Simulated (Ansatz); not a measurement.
Start from MgO in the rock salt structure (space group Fm-3m, No. 225; a = 4.254 Å).

Levels (all Ansatz, a quantum-chemistry and plane-wave program, PAW): PBE (420 eV, no spin-orbit coupling); r2SCAN (500 eV, without spin-orbit coupling); HSE06 (420 eV, no spin-orbit coupling); PBE+SOC (420 eV, spin-orbit coupling included).

One geometry, relaxed with PBE, under each level:

Notes on the quantities. hole mass: degenerate bands, along [100].

The valence-band top lists the three highest levels at Γ (Kramers pairs under SOC), from the VBM.

```json
[
 {"level": "PBE", "band gap": "4.46 eV", "lowest conduction level above the VBM at special points": "Γ 4.46 eV; L 7.73 eV; X 9.11 eV; U 9.96 eV", "valence-band top at Γ": "0.00, 0.00, 0.00 eV", "electron mass": "0.34 mₑ (at Γ)", "hole mass": "0.38, 2.2, 2.2 mₑ (at Γ)", "pressure": "0.01 GPa"},
 {"level": "r2SCAN", "band gap": "5.34 eV", "lowest conduction level above the VBM at special points": "Γ 5.34 eV; L 8.63 eV; X 10.00 eV; U 10.92 eV", "valence-band top at Γ": "–", "electron mass": "0.35 mₑ (at Γ)", "hole mass": "0.41, 2.1, 2.1 mₑ (at Γ)", "pressure": "-5.43 GPa"},
 {"level": "HSE06", "band gap": "6.17 eV", "lowest conduction level above the VBM at special points": "Γ 6.17 eV; L 9.49 eV; X 10.82 eV", "valence-band top at Γ": "–", "electron mass": "–", "hole mass": "–", "pressure": "–"},
 {"level": "PBE+SOC", "band gap": "4.45 eV", "lowest conduction level above the VBM at special points": "Γ 4.45 eV; L 7.72 eV; X 9.09 eV; U 9.95 eV", "valence-band top at Γ": "0.00, 0.00, -0.04 eV", "electron mass": "0.34 mₑ (at Γ)", "hole mass": "0.53, 2.2 mₑ (at Γ)", "pressure": "0.01 GPa"}
]
```

Single points use the geometry relaxed with PBE. Their cutoffs differ, which shifts pressures a little. Differences between runs with and without spin-orbit coupling are approximate. Masses are band curvatures over ±0.01 Å⁻¹ around the edge. No phonon test of stability was made.
